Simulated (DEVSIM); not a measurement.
System: Pd/HfO2/n-GaAs capacitor, at 300 K.

Layer 1 from the left is HfO2, thickness (nm) 13.0. Layer 2 from the left is GaAs, thickness (nm) 13000, Nd (cm⁻³) 2.6e14.

Metal gate on the left, work function 5.2 eV. Fixed charge at the semiconductor interface -4.6e11 cm⁻² (in units of +e); no interface traps.

This is a model device: material constants are rounded textbook-type values typed into the input, and sizes, dopings and lifetimes were drawn at random. Values at 300 K.

HfO2: gap (eV) 5.7, affinity (eV) 2.5, permittivity 22. GaAs: gap (eV) 1.424, affinity (eV) 4.07, permittivity 12.9, Nc (cm⁻³) 4.7e17, Nv (cm⁻³) 9e18.

### Question
Estimate by hand the flat-band voltage, the threshold voltage, and compare with a numerical solution.

### Answer

- Flat-band voltage: C = 1.50 μF/cm², work-function difference 0.936 V; VFB = φms − qNf/C = 0.99 V; numerical 0.99 V.
- Threshold voltage: φF = 0.480 V, depletion charge √(4εqNφF) = 9.56e-9 C/cm²; VT = VFB − 2φF − Qd/C = 0.02 V; numerical 0.02 V.

DEVSIM, 1D Poisson equation in equilibrium, Boltzmann statistics, complete ionisation; no quantum confinement or tunnelling. Metal contacts follow the ideal Schottky-Mott rule: no Fermi-level pinning, no interface dipoles.
